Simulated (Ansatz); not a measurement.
The decay constant κ of evanescent states in the gap governs leakage through a thin film.

Consider the following.

```
CELL_PARAMETERS angstrom
      4.89280     0.00000     0.00000
      0.00000     4.89280     0.00000
      0.00000     0.00000     6.79525
ATOMIC_POSITIONS crystal
  Si 0.30134 0.30134 0.50000
  Si 0.19866 0.80134 0.75000
  Si 0.69866 0.69866 0.00000
  Si 0.80134 0.19866 0.25000
  O  0.10643 0.23861 0.32011
  O  0.26139 0.60643 0.57011
  O  0.89357 0.76139 0.82011
  O  0.73861 0.39357 0.07011
  O  0.60643 0.26139 0.42989
  O  0.76139 0.89357 0.17989
  O  0.39357 0.73861 0.92989
  O  0.23861 0.10643 0.67989
```

The cell is strained (all lengths scaled by 0.98); by r2SCAN it stands under a pressure of 12.1 GPa.

Transport runs along the normal of the first two printed cell vectors, the (001) plane of the conventional cell.

No gap correction and no spin-orbit coupling; mid-gap is the computed energy nearest the middle.

Question: Compute, with r2SCAN (Ansatz, a quantum-chemistry and plane-wave program), the band gap and the smallest decay constant κ at mid-gap.

Answer: Gap 6.63 eV on a 6×6×6 mesh; κ = 0.554 1/Å, at the zone centre.
